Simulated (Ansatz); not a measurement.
## Effect of P → S on GaP

The parent structure is GaP in the zinc blende structure (space group F-43m, No. 216; a = 5.438 Å).

The change: S takes the place of P on all its sites, then cell and atoms are relaxed.

Method: PBEsol (Ansatz, a program for electronic structure, PAW, no spin-orbit coupling). Γ-centred 14×14×14 mesh, Fermi–Dirac width 0.05 eV, for the changed cell.

| quantity | base | changed | shift |
|---|---|---|---|
| density | 4.16 g/cm³ | 3.47 g/cm³ | -0.69 g/cm³ |
| lattice parameter a | 5.438 Å | 5.796 Å | +0.358 Å |
| space group | F-43m (No. 216) | F-43m (No. 216) | – |
| shortest interatomic distance | 2.355 Å | 2.510 Å | +0.155 Å |
| band gap | 1.45 eV | zero | – |

Final structure:

```
CELL_PARAMETERS angstrom
      0.00000     2.89807     2.89807
      2.89807     0.00000     2.89807
      2.89807     2.89807     0.00000
ATOMIC_POSITIONS crystal
  S  0.25000 0.25000 0.25000
  Ga 0.00000 0.00000 0.00000
```

No phonon test of stability was made. As relaxed here, GaS is a hypothetical phase, not in the database extracts checked. The final runs are not spin-polarised. An odd electron count without spin: GaS.
